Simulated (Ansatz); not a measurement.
Surface: Si(111) 1x1 surface, 6 top atoms, 3 bilayers, bottom bilayer H-capped and fixed, every top atom capped by F; cell 11.5 x 6.6 Å; about 7 Å thick over the host's atoms, 18 atoms held. Calculation: PBE-D3(BJ) (plane waves to 420 eV, PAW; Ansatz, a program for electronic structure). Sampling: 1x2x1 k points. Some slab states were started with spin and the others were run without it. A thicker slab, a larger cell or a denser mesh can move such energies by a tenth of an eV or more. Energies are static: no zero-point or thermal part. Each state was relaxed from one prepared geometry.

One SiH2 a cell is brought to Si(111):F. Relaxed result near the molecule:

| atom | x (Å) | y (Å) | z (Å) |
|---|---|---|---|
| F(15) | 1.933 | 3.345 | 11.120 |
| Si(17) | 5.750 | 3.330 | 9.575 |
| F(30) | 3.824 | 0.054 | 11.117 |
| F(31) | 5.749 | 4.730 | 12.509 |
| F(46) | 7.679 | 0.053 | 11.117 |
| F(47) | 9.567 | 3.344 | 11.120 |
| Si(d0) | 5.746 | 3.222 | 11.938 |
| H(d1) | 4.506 | 2.533 | 12.388 |
| H(d2) | 6.979 | 2.525 | 12.394 |

Task: What is the adsorption energy against the free SiH2 and the slab before, and how much of it is dispersion?

Result: -3.13 eV (negative: bound); the D3 term gives -0.28 eV of it. Bonds to the surface: Si(17)-Si(d0) 2.36 Å, F(31)-Si(d0) 1.61 Å.
